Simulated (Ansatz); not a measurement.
Rock-salt NdN was calculated with r²SCAN (PAW; Ansatz, an electronic-structure program).

A relaxed, unreconstructed slab of the (110) face has 16 atoms, two equal faces of 18.471 Å² each and an energy of -61863.3489 eV. A bulk cell of 4 atoms with the same orientation and in-plane k mesh has -15466.7401 eV. Energies are extrapolated to zero smearing.

Run with plane-wave cutoff 500 eV, 10×12×1 k mesh (along the axes of the cell as run), Fermi–Dirac smearing 0.05 eV, spin-polarised with parallel moments, scalar-relativistic PAW data made under PBE.

Worked out: γ = (E_slab − N E_bulk per atom)/2A = [-61863.3489 − 16 × (-15466.7401/4)]/(2 × 18.471) = 0.0978 eV/Å². With 16.022 J/m² per eV/Å² this is 1.57 J/m², or 1.81 eV per surface cell and face.

Note: the magnetic order was assumed, not searched for or taken from measurement; the 4f shell is treated without U or exact exchange, so its levels and filling can be wrong.
